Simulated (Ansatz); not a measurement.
An Ansatz (a first-principles code) input (DFT with PBEsol, PAW potentials and a 420 eV plane-wave cutoff in Ansatz, no SOC):

Ansatz 0.2 input:
```yaml
crystal:
  lattice:
    - [0, 2.4617322592, 2.4617322592]
    - [2.4617322592, 0, 2.4617322592]
    - [2.4617322592, 2.4617322592, 0]
  atoms:
    - { symbol: N, position: [0, 0, 0] }
    - { symbol: Sb, position: [0.5, 0.5, 0.5] }
basis: { ecutwfc: 420, ecutrho_ratio: 4, xc_grid: 2, fft_grid_basis: typed }
kpoints: { mp_grid: { grid: [12, 12, 12] } }
hamiltonian:
  xc: pbesol
  dispersion: none
  pseudopotentials: { kind: paw }
scf: { occupations: { method: fermi_dirac, width: 0.05 }, convergence: { dr2_threshold: 0.0000000002 } }
output: { forces: true, stress: true }
```

Question: Which symmetry and how many k-points will the program report, and about how many plane waves at Γ?

Answer: Space group Fm-3m (ITA 225) with 48 operations, k-points 72 of 1728, and 561 plane waves at Γ.

No phonon test of stability was made. The final runs are not spin-polarised. The cell is SbN in the rock salt structure (space group Fm-3m, No. 225; a hypothetical phase, not in the database extracts checked).
